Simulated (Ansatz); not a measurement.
# How a calculation on TiBr2 (P1, 3 atoms in the cell) responds to its settings

```
CELL_PARAMETERS angstrom
      2.01047     1.16074     6.09518
     -2.01047     1.16074     6.09518
      0.00000    -2.32149     6.09518
ATOMIC_POSITIONS crystal
  Ti 0.98391 0.00212 0.01328
  Br 0.26004 0.25224 0.24714
  Br 0.75606 0.74565 0.73958
```

Base run A: PBE in Ansatz (a first-principles code), self-consistent single point.

Its settings: basis.ecutwfc = 420 eV; kpoints.mp_grid.grid = 7 7 7; hamiltonian.xc = pbe; hamiltonian.pseudopotentials = {kind: paw} (the program's default PAW files); scf.occupations.method = cold; scf.occupations.width = 0.272 eV.

The starting cell was generated: these elements placed on a structure prototype, without a prior relaxation; it need not be a known phase or ordering of this composition. Its atoms were displaced at random from the sites of space group no. 166. Spin polarisation is off, so a magnetic state, if there is one, cannot be reached. In the base run, with a pressure of about -4 GPa the cell is away from its equilibrium volume at this level. Ansatz's pressure includes its estimate of the finite-basis (Pulay) stress.

ΔF is the free energy per atom less that of run A. 

Run A gave: pressure (GPa) -4.18; largest force (eV/Å) 0.354; TS (meV/atom) 14.3; k-points 172.

Runs:
- B: kpoints.mp_grid.grid, scf.occupations.width = 4 4 4, 0.03 eV
- C: kpoints.mp_grid.grid, scf.occupations.width = 4 4 4, 0.1 eV
- D: kpoints.mp_grid.grid, scf.occupations.width = 4 4 4, 0.3 eV
- E: kpoints.mp_grid.grid, scf.occupations.width = 5 5 5, 0.03 eV
- F: kpoints.mp_grid.grid, scf.occupations.width = 5 5 5, 0.1 eV
- G: kpoints.mp_grid.grid, scf.occupations.width = 5 5 5, 0.3 eV
- H: kpoints.mp_grid.grid, scf.occupations.width = 7 7 7, 0.03 eV
- I: kpoints.mp_grid.grid, scf.occupations.width = 7 7 7, 0.1 eV
- J: kpoints.mp_grid.grid, scf.occupations.width = 7 7 7, 0.3 eV
- K: kpoints.mp_grid.grid, scf.occupations.width = 8 8 8, 0.03 eV
- L: kpoints.mp_grid.grid, scf.occupations.width = 8 8 8, 0.1 eV
- M: kpoints.mp_grid.grid, scf.occupations.width = 8 8 8, 0.3 eV

Task: What does run E change against A?

Result: The free energy goes up by 8.5 meV/atom, the pressure goes from -4.18 to -4.32 GPa and the largest force goes from 0.354 to 0.286 eV/Å.

Task: What does run F change against A?

Result: The free energy rises by 6.9 meV/atom, the pressure goes from -4.18 to -4.31 GPa and the largest force goes from 0.354 to 0.307 eV/Å.

```csv
run,ΔF (meV/atom),pressure (GPa),largest force (eV/Å),TS (meV/atom),k-points
A,0.00,-4.18,0.354,14.3,172
B,2.8,-4.44,0.333,-0.3,36
C,1.54,-4.37,0.350,4.2,36
D,-8.0,-4.22,0.383,20.2,36
E,8.5,-4.32,0.286,0.6,63
F,6.9,-4.31,0.307,2.7,63
G,-1.76,-4.11,0.354,24.2,63
H,2.2,-4.28,0.311,0.4,172
I,2.0,-4.31,0.312,-0.5,172
J,-1.72,-4.13,0.355,21.1,172
K,1.40,-4.31,0.358,0.1,260
L,1.27,-4.32,0.340,-0.8,260
M,-1.89,-4.13,0.357,20.7,260
```

Keys are those of Ansatz 0.2.
